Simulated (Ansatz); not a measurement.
Base system: AlN in the zinc blende structure (space group F-43m, No. 216; a = 4.342 Å). Axes: x, y, z lie along the cube axes.

The values are results of LDA in Ansatz (plane waves to 420 eV, PAW, scalar-relativistic without spin-orbit coupling), not measurements.

One thing is altered: tensor shear ε_xy = +2.00 % (engineering shear γ = 0.0400), atoms relaxed at fixed cell.

Question: Predict the stress tensor and what it implies for the stiffness.

Answer: Stress of the strained cell less that of the base (GPa, compression positive):
```
   0.20   -7.51    0.00
  -7.51    0.20    0.00
   0.00    0.00   -0.12
```

Then −Δσ/γ with γ = 2ε = 0.0400 gives secant stiffness values (nonlinear terms included at this strain): C66 ≈ 188 GPa.

As a check, the harmonic strain energy −½ V₀ Δσ:ε is 9.6 meV/atom; the computed energy rise is 9.6 meV/atom.

Whether these cells are dynamically stable was not tested. This is not the structure that AlN has at room temperature and ambient pressure.

Ansatz is a program for electronic structure.
